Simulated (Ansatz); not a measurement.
An Ansatz (a first-principles code) run: In2Pt; plane-wave PAW DFT at the PBEsol level (Ansatz, 420 eV), no SOC.

Input:

Ansatz 0.2 input:
```yaml
crystal:
  lattice:
    - [0, 3.1860986874, 3.1860986874]
    - [3.1860986874, 0, 3.1860986874]
    - [3.1860986874, 3.1860986874, 0]
  atoms:
    - { symbol: In, position: [0.25, 0.25, 0.25] }
    - { symbol: In, position: [0.75, 0.75, 0.75] }
    - { symbol: Pt, position: [0, 0, 0] }
basis: { ecutwfc: 420, ecutrho_ratio: 4, xc_grid: 2, fft_grid_basis: typed }
kpoints: { mp_grid: { grid: [13, 13, 13] } }
hamiltonian:
  xc: pbesol
  dispersion: none
  pseudopotentials: { kind: paw }
scf: { occupations: { method: fermi_dirac, width: 0.05 }, convergence: { dr2_threshold: 0.0000000003 } }
output: { forces: true, stress: true }
```

Output (explanatory and most iteration lines left out):

```
Pseudopotential: In, paw, valence charge 13
Pseudopotential: Pt, paw, valence charge 18
Crystal: 3 atoms, lattice volume = 64.686 Å³
Basis set: ecut = 420 eV, 1243 PW (Γ), exchange–correlation on 64×64×64 points (8 copies of the dense FFT grid, shifted against one another)
Bands: 26, of which v1, the nominal top of the filled ones, is band 22 counted from 1 (21 counted from 0)
Symmetry: 48 space group operations
Space group: Fm-3m (ITA 225), of the structure as read, at distance tolerance 4.0e-5 Å
k-points: 84 of 2197
Functional: x = pbesol(κ = 0.804, μ = 0.12345679012345678), c = pbesol(β = 0.046)
SCF iter   1: F=—  HF=-23436.092347 eV  |F-HF|=—  |Δ(HF+E_count)|=         —  Δρ=4.80e-3  dr2=1.38e-2  ethr=1.77e-3  ⟨swp⟩=6.2  Hψ=9059  notcnv=0
SCF iter   2: F=—  HF=-23436.091994 eV  |F-HF|=—  |Δ(HF+E_count)|=   3.53e-4  Δρ=4.14e-3  dr2=9.72e-3  ethr=3.13e-5  ⟨swp⟩=2.0  Hψ=4746  notcnv=0  defer=13
SCF 1 converged in 7 iterations: F = -23436.088426 eV  dr2 = 3.92e-11
SCF converged after 7 iterations
Free energy (F): -23436.088426 eV
Internal energy: -23436.079618 eV  (E = F + TS)
E sigma→0 (E₀):  -23436.084022 eV
Entropy (-TS):   -0.008809 eV (-2.936 meV/atom)
Fermi energy:    13.402289 eV
--- Forces (eV/Å), atoms counted from 1 ---
  atom   1  In    -0.00000000     0.00000000    -0.00000000
  atom   2  In    -0.00000000     0.00000000    -0.00000000
  atom   3  Pt    -0.00000000     0.00000000     0.00000000
--- Stress (GPa, compression-positive) ---
       -0.000231      -0.000000       0.000000
        0.000000      -0.000231       0.000000
        0.000000       0.000000      -0.000231
  P = ⅓ Tr σ = -0.0002 GPa (-0.002 kbar)
```

No phonon test of stability was made. All final runs are without spin polarisation. The cell is In2Pt (space group Fm-3m, No. 225).
